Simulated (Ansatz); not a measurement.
Base system: Al2Pt (space group Fm-3m, No. 225; a = 5.897 Å; relaxed with 0.1 eV smearing). Axes: x, y, z lie along the cube axes.

The values are results of PBEsol (Ansatz, an electronic-structure program, PAW, spin-orbit coupling left out), not measurements.

One thing is altered: the cell is scaled by 0.9900 in all directions, atoms relaxed at fixed cell.

**Question.** Predict the stress tensor and what it implies for the stiffness.

**Answer.** Stress of the strained cell less that of the base (GPa, compression positive):
```
    4.5     0.0     0.0
    0.0     4.5     0.0
    0.0     0.0     4.5
```

Then B = −ΔP/(ΔV/V₀) with ΔV/V₀ = -0.0297 gives secant stiffness values (nonlinear terms included at this strain): B ≈ 151 GPa.

As a check, the harmonic strain energy −½ V₀ Δσ:ε is 7.2 meV/atom; the computed energy rise is 6.9 meV/atom.

Whether these cells are dynamically stable was not tested. All final runs are without spin polarisation.
